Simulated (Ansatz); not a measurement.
**Point-defect migration in rock-salt PbS**

Some mobile defects of rock-salt PbS. Method: PBE, PAW (plane waves to 420 eV; Ansatz, a program for electronic structure).

Each figure is the lowest single hop between equivalent sites among the routes that converged and passed our checks, counted from the lowest site run. It need not be the barrier to long-range diffusion, and untried routes may lie lower. Climbing-image NEB, static nuclei, fixed cells, no finite-size correction; on the finer meshes named, energies are single points at the band's geometries. Saddle orders were checked for a part of the study's bands only and are not shown. Vacancies start on their lattice site; split forms were not set up. Charge states are imposed. Spin-orbit coupling is left out.

```csv
Defect,Route,Hop (Å),Direction in the unit cell,Neighbours at the saddle,Cell,Barrier (eV)
"interstitial Pb, charge +2",Pb moves farthest,2.97,"(0.01, 0.00, -0.49)",2 Pb at 2.90; 2 S at 2.65 Å,"64 sites, 2×2×2 shifted",1.23
"interstitial Li, charge +1",Li moves farthest,3.00,"(0.00, 0.00, -0.50)",2 Pb at 2.65; 2 S at 2.25 Å,"64 sites, 2×2×2 shifted",0.62
"S vacancy, charge +2",a nearby S jumps into the vacancy,4.16,"(0.00, 0.49, 0.49)","2 Pb at 2.70, Pb at 2.97, Pb at 3.13; 2 S at 3.48 Å","64 sites, 2×2×2 shifted",0.91
"Pb vacancy, charge -2",a nearby Pb jumps into the vacancy,4.00,"(0.00, -0.47, -0.47)","2 Pb at 3.38; 2 S at 2.72, S at 2.94, S at 3.00 Å","64 sites, 2×2×2 shifted",?
```

**Question.** What belongs in the gaps?

**Answer.** 
- Pb vacancy, charge -2, Barrier (eV): 1.28
